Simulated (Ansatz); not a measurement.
An Ansatz (a first-principles code) input (PBEsol (Ansatz; PAW; 420 eV plane waves; no spin-orbit coupling), earlier PAW set):

Ansatz 0.2 input:
```yaml
crystal:
  lattice:
    - [4.1765216993, 0, 0]
    - [0, 4.1765216993, 0]
    - [0, 0, 4.1765216993]
  atoms:
    - { symbol: Cu, position: [0.75, 0.75, 0.75] }
    - { symbol: Cu, position: [0.75, 0.25, 0.25] }
    - { symbol: Cu, position: [0.25, 0.75, 0.25] }
    - { symbol: Cu, position: [0.25, 0.25, 0.75] }
    - { symbol: N, position: [0, 0, 0] }
    - { symbol: N, position: [0.5, 0.5, 0.5] }
basis: { ecutwfc: 420, ecutrho_ratio: 4, xc_grid: 2, fft_grid_basis: typed }
kpoints: { mp_grid: { grid: [11, 11, 11] } }
hamiltonian:
  xc: pbesol
  dispersion: none
  pseudopotentials: { azcp: { folder: ./paw }, kind: paw }
scf: { occupations: { method: fermi_dirac, width: 0.05 }, convergence: { dr2_threshold: 0.0000000006 } }
output: { forces: true, stress: true }
checkpoint: { write: state.ck, write_every: 1000 }
```

Problem. Which symmetry and how many k-points will the program report, and about how many plane waves at Γ?

Solution. Space group Pn-3m (ITA 224) with 48 operations, k-points 56 of 1331, and 1365 plane waves at Γ.

Whether these cells are dynamically stable was not tested. All final runs are without spin polarisation. The cell was made from Cu2O by this change: O → N; the result is a hypothetical phase, not in the database extracts checked. Cu2N has a high density of states at the Fermi level and may be magnetic at this level.
